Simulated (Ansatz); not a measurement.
Structures of equal composition on the (0001) surface of 4H silicon carbide (Si plane on top): (√3x√3)R30° Ga adatom at H3; (√3x√3)R30° Ga adatom at T4. The slabs share one bottom face, and each structure is named by its start. These are constructed structures in small cells; real faces may alloy, dewet or reconstruct in larger ones, and not all known structures of the face are among them. Slabs of about 10 Å with all that they carry, Fermi-Dirac smearing of 0.025 eV. Bottom of the slabs: H caps. Relaxed from the named starts with such symmetry as they have, on meshes of like density; energies extrapolated to zero smearing; no spin-orbit coupling, no U. Spin-polarised runs, if any, are marked in brackets, and their order is one that fits the cell; the others ran without spin. Where a second, spin-polarised start was run, the lower counts.

Host crystal: 4H silicon carbide, with a band gap (PBE, scalar-relativistic without spin-orbit coupling).

Level of theory: HSE06, at the PBE geometry (plane waves to 420 eV, PAW; Ansatz, an electronic-structure program).

Q: Put the candidates in order of energy per 1x1 cell, lowest first, for HSE06, at the PBE geometry.

A: (√3x√3)R30° Ga adatom at T4 (0.000 eV), (√3x√3)R30° Ga adatom at H3 (0.205 eV)
